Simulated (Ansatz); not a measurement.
Ansatz (a first-principles code) run on Na2SnCSO7 (P2_1/m, 24 atoms in the cell): self-consistent single point.

Level of theory: PBEsol-D3BJ, default PAW files made with PBE (plane waves; Ansatz).

```
Na2SnCSO7
1.0
    5.49521     0.00000     0.00000
    0.00000     7.13077     0.00000
   -0.43840     0.00000     9.40114
Na Sn C S O
4 2 2 2 14
Cartesian
  3.85774   3.53644   7.42653
  1.19907   3.59434   1.97462
  1.19907   7.10182   1.97462
  3.85774   0.02895   7.42653
  1.00843   5.34808   5.88483
  4.04838   1.78269   3.51631
  1.04401   5.34808   8.62405
  4.01280   1.78269   0.77710
  1.20722   1.78269   5.70161
  3.84959   5.34808   3.69954
  3.61706   1.78269   8.91341
  1.43975   5.34808   0.48773
 -0.06927   5.34808   7.88295
  5.12608   1.78269   1.51819
  2.17661   5.34808   7.93165
  2.88020   1.78269   1.46949
  0.48194   0.57916   6.23352
  4.57487   6.55161   3.16762
  4.57487   4.14455   3.16762
  0.48194   2.98622   6.23352
  3.90473   5.34808   5.21575
  1.15209   1.78269   4.18539
  2.62420   1.78269   6.14261
  2.43261   5.34808   3.25853
```

Reference input (self-consistent single point, DFT, PBEsol, plane waves, default PAW files made with PBE): kpoints.mp_grid.grid = 3 3 2; hamiltonian.xc = pbesol; hamiltonian.pseudopotentials = {kind: paw} (the program's default PAW files); scf.occupations.method = fermi_dirac; scf.occupations.width = 0.02 eV. This run's input differs from it in these lines:

```diff
@@ -35,2 +35,3 @@
   xc: pbesol
+  dispersion: d3bj
   pseudopotentials: { kind: paw }
```

The program printed (abridged):

```
SCF iter   1: F=—  HF=-27924.154288 eV  |F-HF|=—  |Δ(HF+E_count)|=         —  Δρ=9.88e-3  dr2=2.84e-1  ethr=1.77e-3  ⟨swp⟩=6.0  Hψ=3885  notcnv=0  defer=12
all-band conjugate gradients solve this SCF's bands
preconditioner: auto → Resta (q_TF=auto, 2.394 Å⁻¹)
SCF iter   2: F=—  HF=-27924.074510 eV  |F-HF|=—  |Δ(HF+E_count)|=   7.98e-2  Δρ=2.32e-3  dr2=1.51e-2  ethr=1.69e-4  ⟨swp⟩=2.0  Hψ=1459  notcnv=0  defer=126
   [... lines left out ...]
SCF iter   6: F=—  HF=-27924.077188 eV  |F-HF|=—  |Δ(HF+E_count)|=   9.25e-5  Δρ=3.62e-5  dr2=5.19e-6  ethr=5.39e-8  ⟨swp⟩=2.0  Hψ=1124  notcnv=0  defer=126
SCF iter   7: F=—  HF=-27924.077197 eV  |F-HF|=—  |Δ(HF+E_count)|=   8.81e-6  Δρ=1.83e-5  dr2=9.65e-7  ethr=3.09e-9  ⟨swp⟩=2.0  Hψ=1362  notcnv=0  defer=126
SCF iter   8: F=—  HF=-27924.077197 eV  |F-HF|=—  |Δ(HF+E_count)|=   6.73e-7  Δρ=5.75e-6  dr2=1.29e-7  ethr=5.74e-10  ⟨swp⟩=2.0  Hψ=1363  notcnv=0  defer=126
SCF iter   9: F=-27924.077197 eV  HF=-27924.077197 eV  |F-HF|=2.77e-8  |Δ(HF+E_count)|=   1.29e-7  Δρ=1.76e-6  dr2=1.45e-8  ethr=5.95e-11  ⟨swp⟩=11.2  Hψ=3920  notcnv=0
SCF 1 converged in 9 iterations: F = -27924.077197 eV  dr2 = 1.45e-8
Free energy (F): -27924.077197 eV
Internal energy: -27924.077197 eV  (E = F + TS)
E sigma→0 (E₀):  -27924.077197 eV
Fermi energy:    4.980581 eV
--- Forces (eV/Å), atoms counted from 1 ---
  atom   1  Na    -0.03902809    -0.03106622     0.03789252
  atom   2  Na     0.03902809     0.03106622    -0.03789252
  atom   3  Na     0.03902809    -0.03106622    -0.03789252
  atom   4  Na    -0.03902809     0.03106622     0.03789252
  atom   5  Sn    -0.12510097     0.00000000     0.24458853
  atom   6  Sn     0.12510097    -0.00000000    -0.24458853
  atom   7  C     -0.01436582    -0.00000000     0.27390870
  atom   8  C      0.01436582     0.00000000    -0.27390870
  atom   9  S     -0.02741628    -0.00000000    -0.04484360
   [... lines left out ...]
  atom  24  O      0.39046284     0.00000000     0.07449093
--- Stress (GPa, compression-positive) ---
       -4.287084      -0.000000       0.095459
       -0.000000      -3.061246      -0.000000
        0.095461      -0.000000      -5.158338
  P = ⅓ Tr σ = -4.1689 GPa (-41.689 kbar)
  The stress holds the Pulay correction. Without it, at fixed plane waves, as pw.x and ABINIT print it: P = -4.6890 GPa
```

The run converged in 9 iterations. Against the reference run the pressure goes from -3.09 to -4.17 GPa, the largest force moves little (1.267 to 1.262 eV/Å) and the gap on the mesh stays at 3.973 eV.

The starting cell comes from a database of computed structures (which also holds hypothetical and non-ambient phases and stackings), without a prior relaxation at this level. Its lattice was rescaled by a random factor within 2.5 % of one. With a pressure of about -4 GPa the cell is away from its equilibrium volume at this level. Forces in this geometry exceed 1 eV/Å. Ansatz's pressure includes its estimate of the finite-basis (Pulay) stress. Without the estimate this run gives -4.69 GPa.

Keys are those of Ansatz 0.2.
